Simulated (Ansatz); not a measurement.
Partial pair distribution functions of a relaxed model of amorphous Al28O43Ag2, broadened by 0.06 Å; density 3.37 g/cm³. Computed with PBE, scalar-relativistic without spin-orbit coupling (plane waves to 420 eV, PAW; Ansatz, a quantum-chemistry and plane-wave program).

A CHGNet melt-quench gave the starting glass, which DFT then relaxed. O atoms were pushed apart under 1.9 Å during the dynamics, to hinder bonds among them. The hot cell started wider than the set density and was brought back towards it in steps. It is the lowest in DFT energy of 2 quenches. It is a model cell: composition and starting density were chosen by hand, and all elements were melted together. No dispersion term was used. Its density started from a set value of 3.39 and ended at 3.37 g/cm³. The quench (nominally 410 K/ps over its main leg) was far faster than any real one, so the model tends to hold more defects than a real film. Values belong to this one cell and scatter from quench to quench. Volume and shape were free in the relaxation.

| r (Å) | g Al-O | g O-Ag | g Al-Al | g O-O |
|---|---|---|---|---|
| 1.55 | 0.02 | 0.00 | 0.00 | 0.00 |
| 1.65 | 1.04 | 0.00 | 0.00 | 0.00 |
| 1.75 | 6.94 | 0.00 | 0.00 | 0.00 |
| 1.85 | 7.69 | 0.00 | 0.00 | 0.00 |
| 1.95 | 3.19 | 0.03 | 0.00 | 0.00 |
| 2.05 | 0.85 | 0.89 | 0.00 | 0.00 |
| 2.15 | 0.27 | 3.18 | 0.00 | 0.00 |
| 2.25 | 0.03 | 2.13 | 0.00 | 0.02 |
| 2.35 | 0.00 | 0.52 | 0.00 | 0.42 |
| 2.45 | 0.05 | 0.81 | 0.00 | 0.98 |
| 2.55 | 0.17 | 0.17 | 0.04 | 1.40 |
| 2.65 | 0.17 | 0.72 | 0.53 | 1.91 |
| 2.75 | 0.23 | 1.46 | 1.08 | 2.71 |
| 2.85 | 0.29 | 0.92 | 1.73 | 3.26 |
| 2.95 | 0.45 | 0.98 | 2.05 | 2.61 |
| 3.05 | 0.44 | 1.21 | 2.42 | 1.64 |
| 3.15 | 0.68 | 1.20 | 3.43 | 1.42 |
| 3.25 | 0.88 | 0.48 | 2.58 | 1.30 |
| 3.35 | 0.85 | 0.48 | 2.36 | 0.85 |
| 3.45 | 0.75 | 1.04 | 1.61 | 0.39 |
| 3.55 | 0.93 | 1.45 | 0.99 | 0.37 |
| 3.65 | 1.15 | 1.60 | 0.46 | 0.57 |
| 3.75 | 1.19 | 1.59 | 0.24 | 0.74 |
| 3.85 | 1.30 | 1.28 | 0.17 | 0.65 |
| 3.95 | 1.30 | 1.97 | 0.39 | 0.55 |
| 4.05 | 1.56 | 1.07 | 0.44 | 0.53 |
| 4.15 | 1.69 | 0.27 | 0.54 | 0.58 |
| 4.25 | 1.43 | 0.39 | 0.51 | 0.63 |
| 4.35 | 1.49 | 0.82 | 0.75 | 0.54 |

Within 2.28 Å each Al has 4.46 O neighbours on average.
